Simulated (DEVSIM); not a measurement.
Device: Si n-i-p diode, at 300 K.

```csv
layer (left to right),material,thickness (μm),Nd (cm⁻³),Na (cm⁻³),τn (s),τp (s)
1,Si,0.230,4.7e17,-,2.2e-7,2.2e-7
2,Si,0.670,-,6.1e11,2.2e-7,2.2e-7
3,Si,0.860,-,2.5e17,2.2e-7,2.2e-7
```

Left contact: ohmic. Right contact: ohmic. Voltage is applied to the left contact. Recombination: SRH at mid-gap. Mobility is μmin + (μ − μmin)/(1 + (N/Nref)^α).

Constants are typed, rounded textbook-type inputs, not results; the design itself was drawn at random and stands for no fabricated device. Values at 300 K. The table also holds parameters that only a changed run uses.

```tsv
parameter	Si
gap (eV)	1.124
affinity (eV)	4.05
permittivity	11.7
Nc (cm⁻³)	2.86e19
Nv (cm⁻³)	3.1e19
μn (cm²/Vs)	1417
μp (cm²/Vs)	470
μn,min	52
μp,min	45
Nref,n	9.7e16
Nref,p	2.2e17
αn	0.68
αp	0.72
Cn (cm⁶/s)	2.8e-31
Cp (cm⁶/s)	9.9e-32
```

Simulated with DEVSIM: 1D drift-diffusion, Boltzmann statistics, complete ionisation; no tunnelling, impact ionisation, image-force lowering or self-heating.

Base results: potential step across the device at zero bias (V) 0.893; dark forward voltage at 1 A/cm² (V) 0.635; dark forward voltage at 100 A/cm² (V) 0.756.

Problem. What follows from this one change: doping Na of layer 3 2.5e+17 → 7.5e+16 cm^-3?

Solution. potential step across the device at zero bias 0.893 → 0.862 V; dark forward voltage at 1 A/cm² 0.635 → 0.604 V; dark forward voltage at 100 A/cm² 0.756 → 0.727 V.

Problem. What follows from this one change: doping Nd of layer 1 4.7e+17 → 1.4e+18 cm^-3?

Solution. potential step across the device at zero bias 0.893 → 0.921 V; dark forward voltage at 1 A/cm² 0.635 → 0.645 V; dark forward voltage at 100 A/cm² 0.756 → 0.767 V.

Problem. What follows from this one change: constant mobility in place of the doping-dependent one?

Solution. potential step across the device at zero bias little changed (0.893 V); dark forward voltage at 1 A/cm² 0.635 → 0.611 V; dark forward voltage at 100 A/cm² 0.756 → 0.733 V.
